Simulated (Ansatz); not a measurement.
Take W in the bcc (W type) structure (space group Im-3m, No. 229; a = 3.1698 Å) as the base.

Method: DFT with r2SCAN, PAW potentials and a 500 eV plane-wave cutoff in Ansatz (an electronic-structure program), without spin-orbit coupling, earlier PAW set.

One change was made to it. Results:

| quantity | base | after |
|---|---|---|
| density | 19.17 g/cm³ | 19.69 g/cm³ |
| band gap | zero | zero |

### Question
What was done to the base?
(A) pressure −1 GPa
(B) pressure 4.2 GPa
(C) pressure 45 GPa
(D) pressure 9 GPa

### Answer
D, pressure 9 GPa. For comparison, the density in the other runs: pressure 4.2 GPa gives 19.42 g/cm³; pressure −1 GPa gives 19.11 g/cm³; pressure 45 GPa gives 21.44 g/cm³.

Load acts through the strain it causes; cell and atoms are relaxed under it. Whether these cells are dynamically stable was not tested. Competing high-pressure phases were not computed. All final runs are without spin polarisation.
